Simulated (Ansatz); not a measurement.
We consider ScOF (P2₁/c, No. 14, 12 atoms in the cell; start mp-4661), described by LDA in Ansatz (PAW).

Numerical settings: plane-wave cutoff 520 eV, 8×8×8 k mesh, Fermi–Dirac smearing 0.01 eV, scalar-relativistic PAW data made under PBE.

Cell (relaxed at this level):

```yaml
crystal:
  lattice:
    - [5.09171, 0.00000, -0.01128]
    - [0.00000, 5.06699, 0.00000]
    - [-0.89417, 0.00000, 5.07852]
  atoms:
    - { symbol: Sc, position: [0.69251, 0.47080, 0.28818] }
    - { symbol: Sc, position: [0.30749, 0.52920, 0.71182] }
    - { symbol: Sc, position: [0.30749, 0.97080, 0.21182] }
    - { symbol: Sc, position: [0.69251, 0.02920, 0.78818] }
    - { symbol: O, position: [0.54514, 0.74625, 0.01185] }
    - { symbol: O, position: [0.45486, 0.25375, 0.98815] }
    - { symbol: O, position: [0.45486, 0.24625, 0.48815] }
    - { symbol: O, position: [0.54514, 0.75375, 0.51185] }
    - { symbol: F, position: [0.94282, 0.32591, 0.65760] }
    - { symbol: F, position: [0.05718, 0.67409, 0.34240] }
    - { symbol: F, position: [0.05718, 0.82591, 0.84240] }
    - { symbol: F, position: [0.94282, 0.17409, 0.15760] }
```

Q: Predict the band gap and direct gap at Γ.

A: 
- band gap: 4.55 eV (on the SCF k mesh)
- direct gap at Γ: 4.83 eV

Note: the relaxation could not lower the start's symmetry, so the cell can be a saddle point above a distorted one.

It cost roughly 4 core-minutes of CPU time.

A start named mp-… is a Materials Project structure, which need not be a measured phase.

Ansatz is a program for electronic structure.
